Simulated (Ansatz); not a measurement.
A computed series for WC: response to strain

Base system: WC (space group P-6m2, No. 187; relaxed with 0.1 eV smearing).

```yaml
crystal:
  lattice:
    - [2.91308, 0.00000, 0.00000]
    - [-1.45654, 2.52280, 0.00000]
    - [0.00000, 0.00000, 2.83585]
  atoms:
    - { symbol: W, position: [0.00000, 0.00000, 0.00000] }
    - { symbol: C, position: [0.66667, 0.33333, 0.50000] }
```

Cartesian axes are those of the cell as printed.

Strains are applied to the cell and any free atomic positions relax; under stress the whole cell relaxes.

Calculations: r2SCAN (Ansatz, a quantum-chemistry and plane-wave program), no SOC, earlier PAW set.

Notes on the quantities. energy relative to the base: free energy F.

```json
[
 {"variant": "base", "energy relative to the base": "0 meV/atom", "volume per atom": "10.42 Å³", "space group": "P-6m2 (No. 187)"},
 {"variant": "isotropic strain −0.59 %", "energy relative to the base": "[?]", "volume per atom": "10.24 Å³", "space group": "P-6m2 (No. 187)"},
 {"variant": "isotropic strain −0.52 %", "energy relative to the base": "[?]", "volume per atom": "10.26 Å³", "space group": "P-6m2 (No. 187)"},
 {"variant": "isotropic strain +2.58 %", "energy relative to the base": "[?]", "volume per atom": "11.25 Å³", "space group": "P-6m2 (No. 187)"},
 {"variant": "isotropic strain +5.47 %", "energy relative to the base": "+0.299 eV/atom", "volume per atom": "12.23 Å³", "space group": "P-6m2 (No. 187)"},
 {"variant": "uniaxial strain ε_xx = +2.72 %", "energy relative to the base": "+17 meV/atom", "volume per atom": "10.70 Å³", "space group": "Amm2 (No. 38)"},
 {"variant": "uniaxial strain ε_xx = +5.48 %", "energy relative to the base": "[?]", "volume per atom": "10.99 Å³", "space group": "Amm2 (No. 38)"},
 {"variant": "uniaxial stress, 0.5 GPa compression along z", "energy relative to the base": "0.0 meV/atom", "volume per atom": "10.42 Å³", "space group": "P-6m2 (No. 187)"},
 {"variant": "uniaxial stress, 0.5 GPa compression along x", "energy relative to the base": "0.0 meV/atom", "volume per atom": "10.42 Å³", "space group": "Amm2 (No. 38)"},
 {"variant": "uniaxial stress, 2 GPa tension along x", "energy relative to the base": "+0.2 meV/atom", "volume per atom": "10.44 Å³", "space group": "Amm2 (No. 38)"}
]
```

**Question.** Complete the table.

**Answer.** 
- isotropic strain −0.59 %, energy relative to the base: +4.2 meV/atom
- isotropic strain −0.52 %, energy relative to the base: +3.3 meV/atom
- isotropic strain +2.58 %, energy relative to the base: +73 meV/atom
- uniaxial strain ε_xx = +5.48 %, energy relative to the base: +63 meV/atom

Stability under load was not tested beyond the relaxation. The final runs are not spin-polarised.
